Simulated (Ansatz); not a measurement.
Ansatz (a program for electronic structure) is run on CsMnI3 (P6_3/mmc, 10 atoms in the cell), and the run fails. The aim is a self-consistent single point with DFT, PBEsol, plane waves, default PAW files made with PBE.

Cell that was meant: a = 8.2783 Å, b = 8.2783 Å, c = 6.9936 Å, α = 90.00°, β = 90.00°, γ = 120.00°.

Part of the input:

Ansatz 0.2 input:
```yaml
  spin_polarized: true
scf:
  occupations: { method: fermi_dirac, width: 0.1 eV }
  max_iter: 40
  convergence: { dr2_threshold: 1.0e-22 eV }
output:
  forces: true
  eigenvalues: true
```

Output, abridged:

```
SCF iter   1: F=—  HF=-63516.833744 eV  |F-HF|=—  |Δ(HF+E_count)|=         —  Δρ=6.06e-2 (↑5.48e-2 ↓6.06e-2)  dr2=8.27e1  dr2_m=1.06e-1  M=7.562 μB ∫|m|=7.589 μB  β_m=0.30  ethr=3.10e-3  ⟨swp⟩=7.3  Hψ=4719  notcnv=0  defer=42
Mixer restart at iter 1: flushing history
all-band conjugate gradients solve this SCF's bands
preconditioner: auto → Kerker (q_TF=auto, 2.303 Å⁻¹)
   [... lines left out ...]
SCF iter  39: F=—  HF=-63511.218064 eV  |F-HF|=—  |Δ(HF+E_count)|=  1.46e-11  Δρ=4.29e-11 (↑1.20e-11 ↓4.29e-11)  dr2=1.15e-17  dr2_m=1.49e-18  M=9.994 μB ∫|m|=10.003 μB  β_m=0.19  ethr=1.00e-12  ⟨swp⟩=1.0  Hψ=2328  notcnv=0
SCF iter  40: F=—  HF=-63511.218064 eV  |F-HF|=—  |Δ(HF+E_count)|=  3.64e-11  Δρ=3.69e-11 (↑9.67e-12 ↓3.69e-11)  dr2=7.87e-18  dr2_m=1.12e-18  M=9.994 μB ∫|m|=10.003 μB  β_m=0.59  ethr=1.00e-12  ⟨swp⟩=1.0  Hψ=2328  notcnv=0
Error: did not converge after 40 iterations: dr2 = 7.87e-18 (threshold 1.00e-22), under the density mixer `msr1`, which `scf.mixing.algorithm: auto` chose by the deck's other keys (type `scf.mixing.algorithm: msr1` to keep it); raise `scf.max_iter`, which need not help a stalled SCF, or adjust the mixing (`scf.mixing`) or, under a smearing, its width (`scf.occupations.width`, in either direction: another width is another result); this SCF holds its density and magnetisation to the symmetry operations that it keeps, and cannot end on a state that breaks one of them: if the state sought breaks one, re-run with `crystal.symmetry.detect: false`, without [...]
```

Task: Find the mistake and give the fix.

Result: The fault is a threshold far tighter than needed, beside a limit on iterations. Each further decade of the residual costs iterations, and near the noise of double precision and of the grids the loop may never get there. To fix it, use a threshold that the task needs. The run ended unconverged after 40 iterations.

The sound input it was made from differs as follows (other fixes are possible):
```diff
-  max_iter: 40
-  convergence: { dr2_threshold: 1.0e-22 eV }
```

With that input, the run converged in 14 iterations: free energy E − TS (on the zero of these files) -63511.2181 eV; pressure -1.27 GPa; largest force (vector length) 0.244 eV/Å; size of the cell's spin moment 9.99 μB (DFT, PBEsol, plane waves, default PAW files made with PBE).

On the sound input: the starting cell comes from a database of computed structures (which also holds hypothetical and non-ambient phases and stackings), without a prior relaxation at this level. The magnetic order is the one reached from the typed start; others were not searched systematically. The program warned that, by what it read of turns of the moments, another magnetic order lies lower. Ansatz's pressure includes its estimate of the finite-basis (Pulay) stress.
